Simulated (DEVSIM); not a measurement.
Structure: Schottky contact on n-type GaSb, at 300 K.

Layer 1 from the left is GaSb, thickness (μm) 3.80, Nd (cm⁻³) 9.7e16, τn (s) 1.1e-9, τp (s) 1.1e-9.

Left contact: Schottky, work function 4.58 eV, emission velocity 3e6 cm/s. Right contact: ohmic. Voltage is applied to the left contact. Recombination: SRH at mid-gap. Mobility is μmin + (μ − μmin)/(1 + (N/Nref)^α).

Constants are typed, rounded textbook-type inputs, not results; the design itself was drawn at random and stands for no fabricated device. Values at 300 K.

GaSb: gap (eV) 0.726, affinity (eV) 4.06, permittivity 15.7, Nc (cm⁻³) 2.1e17, Nv (cm⁻³) 1.8e19, μn (cm²/Vs) 5000, μp (cm²/Vs) 850, μn,min 1000, μp,min 190, Nref,n 2.8e17, Nref,p 9e17, αn 1.05, αp 0.65.

Model (solved in DEVSIM): 1D drift-diffusion, Boltzmann statistics, complete ionisation; no tunnelling, impact ionisation, image-force lowering or self-heating. Metal contacts follow the ideal Schottky-Mott rule: no Fermi-level pinning, no interface dipoles.

Dark forward current:

| |V| (V) | |J| (A/cm²) |
|---|---|
| 0.05 | 0.001327 |
| 0.10 | 0.009491 |
| 0.15 | 0.06341 |
| 0.20 | 0.4291 |
| 0.25 | 2.934 |
| 0.30 | 20.09 |
| 0.35 | 134.7 |
| 0.40 | 793.9 |
| 0.45 | 3146 |

Question: Work out the local ideality factor n = ΔV / (kT/q · ln(J2/J1)) between the rows 0.15 and 0.20 V, 0.25 and 0.30 V, 0.40 and 0.45 V.

Answer: kT/q = 25.85 mV. From 0.15 to 0.20 V: ln(0.4291/0.06341) = 1.912, n = 1.01, near the 1 of diffusion or emission over a barrier. From 0.25 to 0.30 V: ln(20.09/2.934) = 1.924, n = 1.01, near the 1 of diffusion or emission over a barrier. From 0.40 to 0.45 V: ln(3146/793.9) = 1.377, n = 1.40; the layers' resistance at their doping, Σ W/(qμN) = 6.1e-6 Ω cm², would take 14 mV of this step of 50 mV.

Question: Estimate the current at 0.25 V for emission alone, J0 = q v N_band exp(−φB/kT), and read the barrier back from the simulated current.

Answer: φB = 0.520 eV, N_band = 2.10e17 cm⁻³, J0 = 0.000185 A/cm²; J = J0 (exp(qV/kT) − 1) = 2.94 A/cm². The simulation gives 2.93 A/cm², the same within the digits that matter. Read backwards, the simulated current gives an apparent barrier of 0.520 eV. The estimate leaves out transport through the depletion region and minority injection.
